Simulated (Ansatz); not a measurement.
## MoRu$_{3}$ (space group P6_3/mmc, No. 194; a cell from a computed database, its experimental status unchecked)

MoRu3 is modelled in the hexagonal space group P6₃/mmc (No. 194), Pearson symbol hP8. Lattice parameters: a = b = 5.433 Å, c = 4.310 Å, α = β = 90.00°, γ = 120.00°. Mo on 2d has 12 Ru at 2.667–2.717 Å (anticuboctahedral). Ru on 6h sees 8 Ru at 2.664–2.721 Å and 4 Mo at 2.667–2.717 Å (anticuboctahedral). (Neighbours: up to the widest gap in distance over summed covalent radii, below 1.35, at either atom.)

Computed with PBEsol (Ansatz, a first-principles code, PAW, no SOC). k-mesh 10×10×11 (Γ-centred); smearing 0.05 eV (Fermi–Dirac).

The volume per atom comes out as 13.77 Å³. The density is 12.03 g/cm³ and the band gap is zero. The total energy comes out as -5586.802 eV/atom (σ→0; compares only within this code and set-up).

No phonon test of stability was made. The final runs are not spin-polarised.
